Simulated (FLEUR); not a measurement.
Band structure of Lu (P6_3/mmc, 2 atoms in the cell).

```
CELL_PARAMETERS angstrom
      1.75000    -3.03109     0.00000
      1.75000     3.03109     0.00000
      0.00000     0.00000     5.55000
ATOMIC_POSITIONS crystal
  Lu 0.33333 0.66667 0.25000
  Lu 0.66667 0.33333 0.75000
```

Method: PBE, all-electron FLAPW (FLEUR), scalar-relativistic valence.

Settings: Kmax = 3.8 1/bohr; GmaxXC = 15.2 1/bohr; xcFunctional = pbe; jspins = 1; l_soc = F; mode = hist; fermiSmearingEnergy = 0.00734986 Htr; mesh (inpgen div1-3) = 10 10 6; inpgen gamma flag = true; Gmax = 15.2 1/bohr; numbands = 0; maxIterBroyd = 25; imix = Anderson; alpha = 0.05.

The starting cell has typed, rounded lattice constants, without a prior relaxation at this level. Spin-orbit coupling is off. Values depend on the basis (sphere radii, cutoffs, local orbitals), which need not be converged.

Levels in eV from the Fermi level, bands 21 to 28:
```json
[
 {"point": "Γ", "21": "-5.01", "22": "-4.99", "23": "-4.99", "24": "-2.42", "25": "0.54", "26": "2.21", "27": "2.21", "28": "2.48"},
 {"point": "M", "21": "-5.01", "22": "-5.00", "23": "-2.32", "24": "-1.37", "25": "-0.83", "26": "-0.32", "27": "1.52", "28": "1.93"},
 {"point": "K", "21": "-5.01", "22": "-5.01", "23": "-0.95", "24": "-0.95", "25": "-0.61", "26": "-0.60", "27": "1.27", "28": "1.27"},
 {"point": "A", "21": "-4.99", "22": "-4.99", "23": "-4.38", "24": "-4.38", "25": "1.15", "26": "1.15", "27": "2.14", "28": "2.14"},
 {"point": "L", "21": "-5.01", "22": "-5.01", "23": "-2.07", "24": "-2.07", "25": "0.08", "26": "0.08", "27": "1.35", "28": "1.35"},
 {"point": "H", "21": "-5.01", "22": "-5.01", "23": "-0.57", "24": "-0.57", "25": "-0.44", "26": "-0.44", "27": "0.36", "28": "0.36"}
]
```
